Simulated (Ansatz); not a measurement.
**A computed series for hypothetical Pm-3n GaN: pressure series**

The parent structure is GaN (space group Pm-3n, No. 223; a hypothetical phase, not in the database extracts checked).

```yaml
crystal:
  lattice:
    - [5.57136, 0.00000, 0.00000]
    - [0.00000, 5.57136, 0.00000]
    - [0.00000, 0.00000, 5.57136]
  atoms:
    - { symbol: Ga, position: [0.25000, 0.00000, 0.50000] }
    - { symbol: Ga, position: [0.50000, 0.25000, 0.00000] }
    - { symbol: Ga, position: [0.50000, 0.75000, 0.00000] }
    - { symbol: Ga, position: [0.75000, 0.00000, 0.50000] }
    - { symbol: Ga, position: [0.00000, 0.50000, 0.75000] }
    - { symbol: Ga, position: [0.00000, 0.50000, 0.25000] }
    - { symbol: N, position: [0.25000, 0.50000, 0.00000] }
    - { symbol: N, position: [0.00000, 0.25000, 0.50000] }
    - { symbol: N, position: [0.00000, 0.75000, 0.50000] }
    - { symbol: N, position: [0.75000, 0.50000, 0.00000] }
    - { symbol: N, position: [0.50000, 0.00000, 0.75000] }
    - { symbol: N, position: [0.50000, 0.00000, 0.25000] }
```

Cell and atoms are relaxed at each pressure.

Method: PBE, PAW, 420 eV (Ansatz, a first-principles code; spin-orbit coupling left out).

Candidates:
(a) pressure 0.7 GPa
(b) pressure 10 GPa
(c) pressure 3 GPa
(d) pressure 7.5 GPa

Base values:

| Item | Result |
|---|---|
| Band gap | 1.50 eV |

Q: Order them by band gap, highest first.

A: (b) pressure 10 GPa (1.73 eV), (d) pressure 7.5 GPa (1.68 eV), (c) pressure 3 GPa (1.58 eV), (a) pressure 0.7 GPa (1.52 eV)

Load acts through the strain it causes; cell and atoms are relaxed under it. Whether these cells are dynamically stable was not tested. No other phases were tried under pressure.
